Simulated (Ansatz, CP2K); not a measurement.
A CP2K input for a self-consistent single point of Tl3VSe4 (I-43m, 8 atoms in the cell) (DFT LDA (Pade form), GPW, DZVP-MOLOPT-SR-GTH basis, GTH-PADE potentials (GTH_POTENTIALS)):

```
&GLOBAL
  PROJECT tl3vse4
  RUN_TYPE ENERGY_FORCE
  PRINT_LEVEL MEDIUM
&END GLOBAL
&FORCE_EVAL
  METHOD Quickstep
  STRESS_TENSOR ANALYTICAL
  &DFT
    BASIS_SET_FILE_NAME BASIS_MOLOPT
    POTENTIAL_FILE_NAME GTH_POTENTIALS
    &QS
      METHOD GPW
      EPS_DEFAULT 1E-10
    &END QS
    &MGRID
      CUTOFF 600
      REL_CUTOFF 50
      NGRIDS 5
    &END MGRID
    &SCF
      SCF_GUESS ATOMIC
      EPS_SCF 1E-6
      MAX_SCF 100
      ADDED_MOS 13
      &DIAGONALIZATION
        ALGORITHM STANDARD
      &END DIAGONALIZATION
      &MIXING
        METHOD BROYDEN_MIXING
        ALPHA 0.4
        NBUFFER 12
        BETA 1
      &END MIXING
      &SMEAR ON
        METHOD FERMI_DIRAC
        ELECTRONIC_TEMPERATURE [K] 116.05
      &END SMEAR
    &END SCF
    &KPOINTS
      SCHEME MONKHORST-PACK 3 3 3
    &END KPOINTS
    &XC
      &XC_FUNCTIONAL PADE
      &END XC_FUNCTIONAL
    &END XC
    &PRINT
      &MO
        EIGENVALUES T
        OCCUPATION_NUMBERS T
        NDIGITS 8
        FILENAME mo
        &EACH
          QS_SCF 0
        &END EACH
        ADD_LAST NUMERIC
      &END MO
      &MULLIKEN ON
      &END MULLIKEN
    &END PRINT
  &END DFT
  &SUBSYS
    &CELL
      A 6.78854800 0.00000000 0.00000000
      B -2.26284900 6.40030400 0.00000000
      C -2.26284900 -3.20015200 5.54282600
      PERIODIC XYZ
    &END CELL
    &COORD
      SCALED
      V        0.00000000     0.00000000     0.00000000
      Tl       0.50000000     0.50000000     0.00000000
      Tl       0.00000000     0.50000000     0.50000000
      Tl       0.50000000     0.00000000     0.50000000
      Se       0.66378000     0.66378000     0.66378000
      Se       0.33622000     0.00000000     0.00000000
      Se       0.00000000     0.00000000     0.33622000
      Se       0.00000000     0.33622000     0.00000000
    &END COORD
    &KIND V
      BASIS_SET DZVP-MOLOPT-SR-GTH
      POTENTIAL GTH-PADE-q13
    &END KIND
    &KIND Tl
      BASIS_SET DZVP-MOLOPT-SR-GTH
      POTENTIAL GTH-PADE-q13
    &END KIND
    &KIND Se
      BASIS_SET DZVP-MOLOPT-SR-GTH
      POTENTIAL GTH-PADE-q6
    &END KIND
  &END SUBSYS
  &PRINT
    &FORCES ON
    &END FORCES
    &STRESS_TENSOR ON
    &END STRESS_TENSOR
  &END PRINT
&END FORCE_EVAL
```

**Question.** Write the same calculation as an input for Ansatz (a quantum-chemistry and plane-wave program).

**Answer.** This is the input that was run; spellings and numerical settings could be chosen otherwise.

Ansatz 0.2 input:
```yaml
# Tl3VSe4
crystal:
  lattice:
    - [-3.919370, 3.919370, 3.919370]
    - [3.919370, -3.919370, 3.919370]
    - [3.919370, 3.919370, -3.919370]
  atoms:
    - { symbol: V, position: [0.000000, 0.000000, 0.000000] }
    - { symbol: Tl, position: [0.500000, 0.500000, 0.000000] }
    - { symbol: Tl, position: [0.000000, 0.500000, 0.500000] }
    - { symbol: Tl, position: [0.500000, 0.000000, 0.500000] }
    - { symbol: Se, position: [0.663780, 0.663780, 0.663780] }
    - { symbol: Se, position: [0.336220, 0.000000, 0.000000] }
    - { symbol: Se, position: [0.000000, 0.000000, 0.336220] }
    - { symbol: Se, position: [0.000000, 0.336220, 0.000000] }
kpoints:
  mp_grid: { grid: [3, 3, 3] }
hamiltonian:
  xc: lda
  pseudopotentials: { kind: paw }
scf:
  occupations: { method: fermi_dirac, width: 0.0007 Ry }
output:
  forces: true
  eigenvalues: true
  stress: true
```

Basis, cutoffs, solver keys and any potentials are the target program's own. This input uses DFT, LDA (PW92), plane waves, default PAW files made with PBE. LDA parametrisations can differ slightly between programs. The width in Ry is rounded to four decimals.

The starting cell comes from a database of computed structures (which also holds hypothetical and non-ambient phases and stackings), without a prior relaxation at this level.
